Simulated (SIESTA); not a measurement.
Worked example: self-consistent single point of MgS (Fm-3m, 2 atoms in the cell) in SIESTA.

Level of theory: LDA PW92, numerical atomic orbitals TZP, PseudoDojo LDA standard norm-conserving potentials (rewritten from UPF to PSML) in SIESTA 5.4.2.

```
CELL_PARAMETERS angstrom
      0.00000     2.58050     2.58050
      2.58050     0.00000     2.58050
      2.58050     2.58050     0.00000
ATOMIC_POSITIONS crystal
  Mg 0.00000 0.00000 0.00000
  S  0.50000 0.50000 0.50000
```

Reference input (self-consistent single point, DFT, GGA PBE, numerical atomic orbitals TZP, PseudoDojo PBE standard norm-conserving potentials (rewritten from UPF to PSML)): XC.functional = GGA; XC.authors = PBE; potentials = PseudoDojo PBE standard; PAO.BasisSize = TZP; PAO.EnergyShift = 0.01 Ry; MeshCutoff = 350 Ry; kgrid.MonkhorstPack = 9 9 9; OccupationFunction = FD; ElectronicTemperature = 0.01 eV; MaxSCFIterations = 150; SCF.Mixer.Method = Pulay; SCF.Mixer.Weight = 0.25. This run's input differs from it in these lines:

```diff
@@ -1,2 +1,2 @@
-# files in the folder: Mg.psml S.psml (PseudoDojo PBE standard)
+# files in the folder: Mg.psml S.psml (PseudoDojo LDA standard)
 SystemName  MgS
@@ -22,4 +22,4 @@
 
-XC.functional                GGA
-XC.authors                   PBE
+XC.functional                LDA
+XC.authors                   PW92
 PAO.BasisSize                TZP
```

The program printed (abridged):

```
        iscf     Eharris(eV)        E_KS(eV)     FreeEng(eV)     dDmax    Ef(eV) dHmax(eV)
   scf:    1    -1913.724490    -1915.512893    -1915.512893  1.428509 -3.638179  5.271358
   scf:    2    -1915.861733    -1915.700703    -1915.700703  0.036087 -4.457322  3.500816
   scf:    3    -1915.819112    -1915.779110    -1915.779110  0.041801 -3.910286  0.893012
   scf:    4    -1915.785779    -1915.783032    -1915.783032  0.019563 -4.510499  0.028619
   scf:    5    -1915.783087    -1915.783070    -1915.783070  0.001402 -4.513505  0.004146
   scf:    6    -1915.783073    -1915.783071    -1915.783071  0.000545 -4.515756  0.000165
   scf:    7    -1915.783071    -1915.783071    -1915.783071  0.000032 -4.515463  0.000523
SCF Convergence by DM+H criterion
max |DM_out - DM_in|         :     0.0000322987
max |H_out - H_in|      (eV) :     0.0005231292
SCF cycle converged after 7 iterations

Using DM_out to compute the final energy and forces

siesta: E_KS(eV) =            -1915.7831

siesta: E_KS - E_eggbox =     -1915.7831

siesta: Atomic forces (eV/Ang):
     1    0.000000    0.000000    0.000000
     2   -0.000000   -0.000000   -0.000000
   Tot    0.000000    0.000000    0.000000
   Max    0.000000
   Res    0.000000    sqrt( Sum f_i^2 / 3N )
   Max    0.000000    constrained

Stress tensor Voigt[x,y,z,yz,xz,xy] (kbar):        7.80        7.80        7.80       -0.00       -0.00       -0.00
(Free)E + p*V (eV/cell)    -1915.9503
Target enthalpy (eV/cell)    -1915.7831

siesta: Program's energy decomposition (eV):
siesta: FreeEng =     -1915.783071

   [... lines left out ...]
siesta:     0.004867   -0.000000   -0.000000
siesta:    -0.000000    0.004867   -0.000000
siesta:    -0.000000   -0.000000    0.004867

siesta: Cell volume =         34.366997 Ang**3

siesta: Pressure (static):
siesta:                Solid            Molecule  Units
siesta:          -0.00005301         -0.00005301  Ry/Bohr**3
siesta:          -0.00486731         -0.00486731  eV/Ang**3
siesta:          -7.79829738         -7.79829517  kBar
```

The run converged in 7 iterations. Against the reference run the pressure goes from 3.78 to -0.78 GPa and the gap on the mesh goes from 2.834 to 2.588 eV.

The starting cell has typed, rounded lattice constants, without a prior relaxation at this level. Its lattice was rescaled by a random factor within 2.5 % of one. Values carry the incompleteness of an atom-centred basis.
